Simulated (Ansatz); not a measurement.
# SiO2, response to strain

Start from SiO2 (space group P3_221, No. 154; a = 5.022 Å, c = 5.510 Å). Axes: x lies along a and z along c of the hexagonal cell.

Strains are applied to the cell and any free atomic positions relax.

Level of theory: Ansatz (an electronic-structure program) PBE, without spin-orbit coupling.

Notes on the quantities. pressure: mean of the normal stresses, compression positive.

```
case                            pressure  band gap  smallest direct gap
------------------------------  --------  --------  -------------------
base                            0.00 GPa   5.68 eV              6.01 eV
uniaxial strain ε_zz = −3.00 %       [?]       [?]                  [?]
uniaxial strain ε_zz = −2.25 %  0.88 GPa   5.72 eV              6.05 eV
uniaxial strain ε_zz = −1.50 %  0.54 GPa   5.71 eV              6.04 eV
uniaxial strain ε_zz = −0.75 %  0.21 GPa   5.69 eV              6.02 eV
```

Question: Some entries are withheld; estimate them.

Answer: 
- uniaxial strain ε_zz = −3.00 %, pressure: 1.20 GPa
- uniaxial strain ε_zz = −3.00 %, band gap: 5.74 eV
- uniaxial strain ε_zz = −3.00 %, smallest direct gap: 6.07 eV

Stability against distortions was not tested.
